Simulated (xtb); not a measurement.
xtb 6.7.1, GFN1-xTB: Pd(Cl)2(dadMe) (C[N]1=CC=[N](C)->[Pd]<-1([Cl])[Cl]), 17 atoms. The geometry is a generated start, not checked to be a minimum at this level.

| Item | Value |
|---|---|
| run flags | --grad |
| method | GFN1-xTB |
| --acc | 1 (default) |
| --etemp (K) | 300 (default) |
| basis functions | 70 |
| valence electrons | 58 |

```xyz
17

Pd    -1.0027    -0.9540    -0.0095
Cl    -1.0707    -3.1636    -0.0208
Cl    -3.2093    -0.9152    -0.0264
C      1.9111    -1.9491     0.0053
N      0.9866    -0.8527    -0.0012
C      1.4182     0.3684    -0.0037
C      0.4384     1.3990    -0.0030
N     -0.8028     1.0295    -0.0008
C     -1.8519     2.0072     0.0084
H      1.7209    -2.5807    -0.8658
H      2.9513    -1.6049     0.0000
H      1.7259    -2.5653     0.8884
H      2.4804     0.6047    -0.0035
H      0.7290     2.4476    -0.0014
H     -1.4558     3.0283     0.0018
H     -2.4741     1.8526     0.8933
H     -2.4945     1.8482    -0.8610
```

Charge 0 and multiplicity 1 are set for this test and not shown to be the ground state.

One run each on 1 thread. Values of broydamp tried: 0.02, 0.05, 0.1, 0.2, 0.4 (default), 0.6, 0.8, 1.

**Question.** How does the count of SCC iterations change with broydamp, and where is it least?

**Answer.** Fewest SCC iterations: 0.4 (default) with 11. The count rises to 28 at 0.02. All converge to one solution.

```tsv
broydamp	SCC iterations	end
0.02	28	same solution
0.05	24	same solution
0.1	20	same solution
0.2	16	same solution
0.4 (default)	11	same solution
0.6	13	same solution
0.8	15	same solution
1	15	same solution
```
